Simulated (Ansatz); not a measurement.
TiAs (P6₃/mmc, No. 194), treated with LDA (plane waves, PAW; Ansatz, a program for electronic structure).

Numerical settings: plane-wave cutoff 520 eV, 18×18×6 k mesh (along the axes of the cell as run), Fermi–Dirac smearing 0.05 eV, no spin polarisation, scalar-relativistic PAW data made under PBE.

Shape and atoms are relaxed at each volume.

Pressure at four volumes; x = ln(V/16.324 Å³). One pressure is withheld.

| V (Å³/atom) | x | P (GPa) |
|---|---|---|
| 15.671 | -0.0408 | ? |
| 15.997 | -0.0202 | 2.91 |
| 16.324 | 0.0000 | 0.00 |
| 16.977 | 0.0392 | -4.99 |

Question: Pass a parabola P(x) through the three rows shown, estimate the bulk modulus and its pressure derivative near zero pressure, and predict the withheld pressure.

Answer: Slopes between the rows: (0.00 − (2.91))/(0.0000 − (-0.0202)) = -144.06 and (-4.99 − (0.00))/(0.0392 − (0.0000)) = -127.30 GPa. Their difference over the span 0.0594 is c = 16.76/0.0594 = 282.2 GPa, so P(x) = 2.91 + (-144.06)(x − (-0.0202)) + 282.2 (x − (-0.0202))(x − (0.0000)). At the middle row B = −dP/dx = −[-144.06 + 282.2 × 0.0202] = 138.4 GPa, and B′ = dB/dP = 2c/B = 4.1. At x = -0.0408 the parabola gives 6.11 GPa; the run gives 6.14 GPa. The Birch–Murnaghan fit to the energies at all volumes has B0 = 138 GPa and B′ = 4.2.

Note: the volume lies 7 % below that of the published cell.
